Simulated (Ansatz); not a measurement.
Start from BeTe in the zinc blende structure (space group F-43m, No. 216; a = 5.6043 Å). Axes: x, y, z lie along the cube axes.

Level of theory: PBEsol (Ansatz, a quantum-chemistry and plane-wave program, PAW, without spin-orbit coupling).

For the base:

| Item | Result |
|---|---|
| Pressure | 0.01 GPa |
| Valence-band top at Γ | 0.00, 0.00, 0.00 eV |
| Valley order | X along ⟨100⟩ 1.84 eV; L along ⟨111⟩ 3.08 eV |

It is then changed as follows: compressive biaxial strain of 0.50 % in the plane normal to [001], as in epitaxy on a mismatched substrate; the out-of-plane cell vector and the atoms relax.

### Question
Estimate the effect on the pressure.

### Answer
The pressure (mean of the normal stresses, compression positive) goes up by 0.36 GPa to 0.37 GPa.

### Question
What happens to the valence-band top at Γ?

### Answer
The valence-band top at Γ (three highest levels, from the VBM) becomes 0.00, 0.00, -0.05 eV (base: 0.00, 0.00, 0.00 eV).

### Question
Predict the new out-of-plane strain.

### Answer
The out-of-plane strain amounts to +0.41 %.

### Question
What does the calculation give for the valley order after the change?

### Answer
The valley order (the lowest conduction-band minima on the path, energy above the VBM, named in the base's zone) changes from X along ⟨100⟩ 1.84 eV; L along ⟨111⟩ 3.08 eV to X along [010] 1.78 eV; X along [001] 1.85 eV; L along [111] 3.08 eV.

Spin-orbit coupling, missing from the scalar runs, can matter with Te. The levels and masses belong to the bands next to the band gap. Whether these cells are dynamically stable was not tested.
